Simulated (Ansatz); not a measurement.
## The (100) surface of bcc Nb in its 1x1 cell

Method: PBE (plane waves to 420 eV, PAW; Ansatz, a quantum-chemistry and plane-wave program).

Model: 5-atom slab, 6.6 Å thick at the start (thin: gaps and levels are the slab's own), 8x8x1 mesh, Fermi-Dirac 0.1 eV, dipole correction, all atoms relaxed; symmetry of the start imposed; no spin, no spin-orbit, no U.

| Property | Result |
|---|---|
| work function of the top face | 3.60 eV |
| energy released by relaxation | 0.32 eV |
| cost | roughly 2.1 core-minutes |
